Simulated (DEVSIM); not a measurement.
Structure: Au/Al2O3/n-InP capacitor, at 250 K.

```csv
layer (left to right),material,thickness (nm),Nd (cm⁻³)
1,Al2O3,4.40,-
2,InP,1600,1.6e17
```

Metal gate on the left, work function 5.1 eV. Fixed charge at the semiconductor interface 0 cm⁻² (in units of +e); no interface traps.

Constants are typed, rounded textbook-type inputs, not results; the design itself was drawn at random and stands for no fabricated device. Values at 300 K; Nc and Nv go as T^1.5, mobilities as T to minus their exponent, the gap by Varshni's rule with the affinity fixed.

| parameter | Al2O3 | InP |
|---|---|---|
| gap (eV) | 6.8 | 1.344 |
| affinity (eV) | 1.35 | 4.38 |
| permittivity | 9 | 12.5 |
| Nc (cm⁻³) | - | 5.7e17 |
| Nv (cm⁻³) | - | 1.1e19 |
| Varshni α (eV/K) | - | 0.000363 |
| Varshni β (K) | - | 162 |

Model (solved in DEVSIM): 1D Poisson equation in equilibrium, Boltzmann statistics, complete ionisation; no quantum confinement or tunnelling. Metal contacts follow the ideal Schottky-Mott rule: no Fermi-level pinning, no interface dipoles.

The interface trap density was swept, all else fixed.

```csv
interface trap density (cm^-2 eV^-1),threshold voltage (band bending 2φF) (V),minimum of the low-frequency capacitance (μF/cm²)
0,-0.70,0.106
1e10,-0.70,0.108
1e11,-0.70,0.121
3e11,-0.71,0.148
1e12,-0.73,0.238
2e12,-0.76,0.350
```

From the first row to the last the threshold voltage (band bending 2φF) goes from -0.70 to -0.76. From the first row to the last the minimum of the low-frequency capacitance goes from 0.106 to 0.350.
